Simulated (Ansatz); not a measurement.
The starting structures come from a database of crystals and need not be the phases stable at ambient conditions.

Tunnelling through a barrier is set by its complex band structure: the current falls as exp(−2κd) with the smallest κ.

Consider the following.

```
Na2PdH4
1.0
    5.27387     0.00000     0.00000
    0.00000     5.27387     0.00000
    2.63693    -2.63693     3.24322
Na H Pd
2 4 1
Direct
  0.25000   0.25000   0.50000
  0.75000   0.75000   0.50000
  0.77982   0.22018   0.00000
  0.22018   0.77982   0.00000
  0.77982   0.77982   0.00000
  0.22018   0.22018   0.00000
  0.00000   0.00000   0.00000
```

Space group of this cell: I4/mmm. The cell is taken as given.

Transport runs along the normal of the first two printed cell vectors, the (001) plane of the conventional cell.

The gap is the functional's own, uncorrected, and κ follows it; spin-orbit coupling is left out. Mid-gap values are interpolated between the computed energies.

Question: Predict the band gap and the smallest decay constant κ at mid-gap from Ansatz (a quantum-chemistry and plane-wave program) with r2SCAN.

Answer: Gap 2.57 eV on a 10×10×10 mesh; κ = 0.267 1/Å, at the zone centre.
